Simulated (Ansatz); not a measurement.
Take PbS in the zinc blende structure (space group F-43m, No. 216; a = 6.5430 Å; a hypothetical phase, not in the database extracts checked) as the base.

Levels (all Ansatz, a program for electronic structure, PAW): PBEsol (420 eV, without spin-orbit coupling); HSE06 (420 eV, no spin-orbit coupling).

Its gap is 0.63 eV with PBEsol and 1.22 eV with HSE06.

Now apply this change: a hydrostatic pressure of 3 GPa.

With PBEsol the gap becomes 0.43 eV.

**Question.** If the HSE06 correction stayed the same, what would the HSE06 gap be, and what does the HSE06 run give?

**Answer.** A rigid correction of +0.59 eV gives 1.02 eV. The HSE06 run gives 1.00 eV, so the two effects roughly add.

Single points use the geometry relaxed with PBEsol. HSE06 was sampled on its mesh, a few special points and the semilocal edge points, so its gap is an upper bound. With Pb present, leaving out spin-orbit coupling can change the band edges. Load acts through the strain it causes; cell and atoms are relaxed under it. Stability against distortions was not tested.
